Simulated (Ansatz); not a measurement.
The parent structure is HgS (space group P3_221, No. 154; a = 4.140 Å, c = 9.409 Å; made of chains). Axes: x lies along a and z along c of the hexagonal cell.

Method: PBEsol (Ansatz, an electronic-structure program, PAW, no SOC), earlier PAW set.

For the base:

```
Property                          Value
-----------------------------  --------
Width of the top valence band   0.96 eV
Volume per atom                23.28 Å³
```

Modification: biaxial strain +0.80 %, plane normal [001], relaxed out of plane (Cartesian); in-plane vectors clamped, the third vector and the atoms free.

Problem. Predict the new width of the top valence band and volume per atom.

Solution. The width of the top valence band shrinks by 0.04 eV to 0.92 eV; the volume per atom grows by 0.265 Å³, from 23.28 Å³ to 23.54 Å³.

With Hg present, leaving out spin-orbit coupling can change the band edges. The levels and masses belong to the bands next to the band gap. Stability against distortions was not tested. No dispersion term is included in the PBEsol runs.
